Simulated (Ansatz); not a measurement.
Response to strain in PtTe2

The reference is PtTe₂ (space group P-3m1, No. 164; layered; relaxed with 0.1 eV smearing).

```xyz
3
Lattice="4.0526 0.0000 0.0000 -2.0263 3.5097 0.0000 0.0000 0.0000 5.0969" Properties=species:S:1:pos:R:3 pbc="T T T"
Te     0.0000     2.3398     1.3605
Te     2.0263     1.1699     3.7365
Pt     0.0000     0.0000     0.0000
```

Cartesian axes are those of the cell as printed.

Strains are applied to the cell and any free atomic positions relax.

Calculations: PBE-D3(BJ) in Ansatz (plane waves to 420 eV, PAW, no SOC).

Notes on the quantities. energy relative to the base: free energy F.

```csv
uniaxial strain ε_zz (%),energy relative to the base (meV/atom)
0,0.0
0.5,?
1,0.6
1.5,1.2
2,2.2
2.5,3.3
3,4.7
```

### Question
Fit ΔE = Aε² + Bε³ (ε in %) to the rows shown and predict the withheld row.

### Answer
Least squares on the printed values gives A = 0.582 and B = -0.020 meV/atom (largest residual 0.0 meV/atom); this predicts 0.1 meV/atom, and the run gives 0.1 meV/atom, in agreement.

Stability against distortions was not tested. All final runs are without spin polarisation.

Ansatz is a first-principles code.
